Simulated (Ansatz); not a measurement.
**tetragonal ZrO2 (1 0 0) on zinc-blende InAs (1 1 0) (film strained to the substrate, started from cuts of the bulks and a machine-learned relaxation)**

A periodic stack without vacuum, tetragonal ZrO2 (1 0 0) on zinc-blende InAs (1 1 0) (film strained to the substrate, started from cuts of the bulks and a machine-learned relaxation): substrate slab As12In12, film Zr24O48, surface cells [[0, 2], [-1, 0]] and [[-2, 1], [-1, -1]], film strained by -4.4 and -1.4 %, outermost planes AsIn/AsIn and OZr/OZr as cut, which need not be the usual terminations and can put a slab off its formula.

The start was prepared with a machine-learned potential, and the result is one local minimum, with the in-plane cell held and forces under 0.04 eV/Å; the film can end far from its bulk form.

Calculation: PBE (plane waves to 420 eV, PAW; Ansatz, a first-principles code). Scalar-relativistic, without spin–orbit coupling; the runs are not spin-polarised; PBE gaps are too small against experiment. Its k-point mesh 3×4×1, Fermi–Dirac width 0.05 eV.

- interface area = 54.1 Å²
- period = 29.82 Å
- gaps between the outermost planes at the two interfaces = 2.57 and 1.20 Å
- As–Zr contacts across the interfaces within 1.22 times the sum of covalent radii = 4, mean 3.18 Å
- In–Zr contacts across the interfaces within 1.22 times the sum of covalent radii = 2, mean 3.66 Å
- In–O contacts across the interfaces within 1.22 times the sum of covalent radii = 2, mean 2.20 Å

```xyz
96
Lattice="8.7469 -0.0021 -0.1315 -0.0009 6.1837 -0.1581 0.2791 -1.2803 29.8575" Properties=species:S:1:pos:R:3 pbc="T T T"
As     1.2284     4.5432     1.1562
As     5.7286     4.8457     1.0769
As     7.8648     1.4630     3.6213
As     3.5095     1.5705     3.4051
As     5.7222     4.6540     5.5900
As     1.3708     4.6964     5.5470
As     3.5944     1.6547     7.8893
As     7.9561     1.6474     7.8891
As     1.4404     4.7537     9.8993
As     5.8317     4.7746     9.9811
As     8.0720     1.8999    12.4539
As     3.6063     1.9251    12.4009
In     5.6464    -0.0349     3.5035
In     1.3379     0.0126     3.4182
In     7.7622     3.2152     1.6591
In     3.6182     3.2967     1.2743
In     1.4020     0.1124     7.8241
In     5.7707     0.0804     7.8536
In     3.5320     3.1110     5.6072
In     7.9407     3.1490     5.6664
In     5.8507     0.6217    11.8380
In     1.4567     0.5481    11.7611
In     8.0270     3.2073    10.0649
In     3.6387     3.2506    10.0578
Zr     0.2295     0.6569    15.5256
Zr     6.1012     4.7515    15.4187
Zr     3.1999     2.7087    15.3570
Zr     0.3329     3.7319    16.7668
Zr     6.1309     1.6558    16.7802
Zr     3.2060    -0.3989    16.7742
O      1.0683     2.6007    15.1940
O      6.8320     0.5111    15.1460
O      4.0063     4.6818    15.0147
O      2.3927     0.5652    15.2019
O     -0.4596     4.7379    15.1970
O      5.4128     2.6974    15.2099
O      8.2598     1.7409    16.9753
O      5.3338    -0.3128    17.1017
O      2.4602     3.8474    16.9268
O      0.9798    -0.3114    17.2000
O      6.8551     3.8127    17.0577
O      3.8745     1.7324    17.0560
Zr     0.6226     0.3242    19.1986
Zr     6.4414     4.3475    19.0783
Zr     3.5851     2.3288    19.0836
Zr     0.6790     3.4264    20.6699
Zr     6.5855     1.2413    20.8376
Zr     3.5507    -0.7508    20.7159
O      1.5222     2.1971    19.0769
O      7.3271     0.0513    19.2182
O      4.3825     4.2010    18.9845
O      2.9185     0.1054    18.9607
O      0.0415     4.2320    18.9121
O      5.8747     2.1418    18.8785
O      8.7237     1.5203    20.8293
O      5.5882    -0.7250    21.0245
O      2.8016     3.4819    20.9182
O      1.3046    -0.6182    20.9244
O      7.1598     3.4702    20.7693
O      4.3109     1.4354    20.8009
Zr     0.7725     0.2848    22.7970
Zr     6.5465     4.4042    22.6822
Zr     3.7060     2.2294    22.6343
Zr     0.6424     3.3449    24.5088
Zr     6.4598     1.4933    24.7359
Zr     3.7521    -0.6844    24.5844
O      1.6740     2.1455    22.9850
O      7.5321     0.0090    22.3673
O      4.4714     4.0873    23.0080
O      3.1323     0.0518    22.6491
O      8.8738     4.1682    22.6231
O      6.0516     2.1264    22.7076
O      8.5699     1.4281    24.5161
O      5.8659    -0.3761    24.3436
O      2.6435     3.6331    24.9581
O      1.5145    -0.4236    24.6246
O      7.1251     3.5828    24.6158
O      4.2398     1.5681    24.5383
Zr     0.8245     0.2707    26.4375
Zr     6.7880     4.2949    26.6713
Zr     3.6027     2.5524    26.3814
Zr     1.0172     3.7001    28.2321
Zr     6.5472     1.1709    28.4777
Zr     3.8244    -0.6519    28.0959
O      1.4274     2.1922    26.8630
O      7.5091     0.3239    26.6969
O      4.6539     4.4763    26.1559
O      3.2151     0.4006    26.4752
O      8.9309     4.4045    26.2112
O      5.7296     2.2430    26.6024
O      7.8170     0.7441    29.7815
O      5.8876    -0.8432    28.3127
O      3.1597     3.5844    28.1743
O      1.5695    -0.5336    28.2737
O      7.7270     3.1265    28.0970
O      4.4305     1.0338    29.1311
```
